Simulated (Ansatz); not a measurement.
Input:

```yaml
crystal:
  lattice:
    - [0.00000, 4.54154, 4.54154]
    - [4.54154, 0.00000, 4.54154]
    - [4.54154, 4.54154, 0.00000]
  atoms:
    - { symbol: Zr, position: [0.62500, 0.62500, 0.12500] }
    - { symbol: Zr, position: [0.62500, 0.12500, 0.62500] }
    - { symbol: Zr, position: [0.62500, 0.62500, 0.62500] }
    - { symbol: Zr, position: [0.12500, 0.62500, 0.62500] }
    - { symbol: Zr, position: [0.25000, 0.25000, 0.25000] }
    - { symbol: Zr, position: [0.00000, 0.00000, 0.00000] }
    - { symbol: N, position: [0.86706, 0.86706, 0.39882] }
    - { symbol: N, position: [0.38294, 0.85118, 0.38294] }
    - { symbol: N, position: [0.86706, 0.86706, 0.86706] }
    - { symbol: N, position: [0.85118, 0.38294, 0.38294] }
    - { symbol: N, position: [0.86706, 0.39882, 0.86706] }
    - { symbol: N, position: [0.38294, 0.38294, 0.85118] }
    - { symbol: N, position: [0.39882, 0.86706, 0.86706] }
    - { symbol: N, position: [0.38294, 0.38294, 0.38294] }
```

Level of theory: PBEsol with spin-orbit coupling, rigid bands (plane waves, PAW; Ansatz, an electronic-structure program). Condition of this run: spin-orbit coupling switched on. Geometry: cell and atoms relaxed with PBEsol.

Predict the hole conductivity mass (n e² τ/σ) at 300 K, by direction if it differs.

0.70 mₑ.

Predict the electron conductivity mass (n e² τ/σ) at 300 K, by direction if it differs.

0.29 mₑ.

And the band gap?

0.50 eV at this level; semilocal functionals usually fall short of the measured gap.

Rigid bands, one relaxation time for all states, no polarons.

Computed structure with no diffraction record at hand here (it may be known, metastable or hypothetical): Zr3N4 (Fd-3m).
